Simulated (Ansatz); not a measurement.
Si (diamond structure), Σ3 (111) [1-10] symmetric tilt. One Ga atom replaces one Si atom in a bicrystal of 32 atoms (one solute to 26 Å² of one boundary, a high coverage); atoms relaxed, cell held. Energies count from the site farthest from both boundaries, which lies only 5.1 Å away; negative means that the solute is drawn to the site. The cell is neutral, and spin is allowed where the electrons are odd. k-points: Γ-centred 3×6×1 mesh; occupations: Fermi-Dirac, 0.050 eV; spin-polarised, moments started parallel. Spin-orbit coupling is left out.

Sites tried, by distance from the nearest boundary plane (Å): 1.19, 1.19, 1.19, 1.98.

Question: Does Ga segregate by Ansatz (a quantum-chemistry and plane-wave program) with PBE, and with what energy at each site?

Answer: 1.19 Å: -0.03 eV; 1.19 Å: -0.03 eV; 1.19 Å: -0.03 eV; 1.98 Å: -0.01 eV. No site tried binds it by more than 0.05 eV.
